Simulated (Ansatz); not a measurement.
The parent structure is Pd in the fcc (Cu type) structure (space group Fm-3m, No. 225; a = 3.841 Å; relaxed with 0.1 eV smearing). Axes: x, y, z lie along the cube axes.

Method: Kohn–Sham DFT with the LDA functional, run in Ansatz (a quantum-chemistry and plane-wave program) with PAW and 420 eV plane waves, no spin-orbit coupling.

Before the change:

The pressure comes out as 0.0 GPa.

Modification: tensile biaxial strain of 1.67 % in the plane normal to [111], as in epitaxy on a mismatched substrate; the out-of-plane cell vector and the atoms relax.

Problem. What does the calculation give for the out-of-plane strain after the change?

Solution. The out-of-plane strain comes out as -1.54 %.

Problem. How does this affect the pressure?

Solution. The pressure (mean of the normal stresses, compression positive) goes from zero to -3.6 GPa.

Problem. What happens to the energy relative to the base?

Solution. The energy increases by 8.2 meV/atom.

Whether these cells are dynamically stable was not tested. All final runs are without spin polarisation.
